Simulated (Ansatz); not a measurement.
# Pressure series in ZrSe2

Base system: ZrSe$_{2}$ in the CdI2 type structure (space group P-3m1, No. 164; layered, stacked along the Cartesian z axis).

ZrSe2 is modelled in the trigonal space group P-3m1 (No. 164), the CdI2 type structure, Pearson symbol hP3. Lattice parameters: a = b = 3.6619 Å, c = 5.8419 Å, α = β = 90.00°, γ = 120.00°. Zr on 1a sees 6 Se at 2.655 Å (octahedral). Se on 2d is surrounded by 3 Zr at 2.655 Å (trigonal pyramidal). (Neighbours: up to the widest gap in distance over summed covalent radii, below 1.35, at either atom; cation-cation and far metal-metal contacts left out.)

Cell and atoms are relaxed at each pressure.

The values are results of Ansatz (a first-principles code), PBEsol-D3(BJ), PAW, cutoff 420 eV, spin-orbit coupling left out, not measurements.

```
case              shortest interatomic distance     density
----------------  -----------------------------  ----------
base                                 5.018 bohr  6.10 g/cm³
pressure −2 GPa                      5.047 bohr  5.77 g/cm³
pressure −1 GPa                      5.032 bohr  5.95 g/cm³
pressure 0.3 GPa                     5.014 bohr  6.14 g/cm³
pressure 0.7 GPa                     5.009 bohr  6.19 g/cm³
pressure 1.5 GPa                     4.999 bohr  6.28 g/cm³
pressure 3 GPa                       4.982 bohr  6.44 g/cm³
pressure 5 GPa                              [?]         [?]
pressure 7.5 GPa                     4.938 bohr  6.85 g/cm³
pressure 10 GPa                      4.917 bohr  7.04 g/cm³
```

Complete the table.


- pressure 5 GPa, shortest interatomic distance: 4.962 bohr
- pressure 5 GPa, density: 6.63 g/cm³

Load acts through the strain it causes; cell and atoms are relaxed under it. No phonon test of stability was made. Competing high-pressure phases were not computed. All final runs are without spin polarisation.
